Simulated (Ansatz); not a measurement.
```
CELL_PARAMETERS angstrom
      3.76478     0.00000     0.00000
      0.00000     3.76478     0.00000
      0.00000     0.00000     3.92203
ATOMIC_POSITIONS crystal
  Tl 0.00000 0.00000 0.00000
  Br 0.50000 0.50000 0.50000
```

Method: PBEsol+D3BJ with spin-orbit coupling, rigid bands (plane waves, PAW; Ansatz, a program for electronic structure). Condition of this run: biaxial stress xx = yy = 1 GPa (compression positive) (the target of the relaxation). Geometry: cell and atoms relaxed with PBEsol+d3bj, then loaded as said.

**Question.** Predict the electron conductivity mass (n e² τ/σ) at 300 K, by direction if it differs.

**Answer.** 0.25 (x), 0.25 (y), 0.28 (z) mₑ.

**Question.** What conductivity effective mass do dilute holes have at 300 K?

**Answer.** 0.39 (x), 0.39 (y), 0.179 (z) mₑ.

**Question.** And the band gap?

**Answer.** 0.42 eV at this level; semilocal functionals usually fall short of the measured gap.

Rigid bands, one relaxation time for all states, no polarons. Geometry: cell and atoms relaxed with PBEsol+D3(BJ).
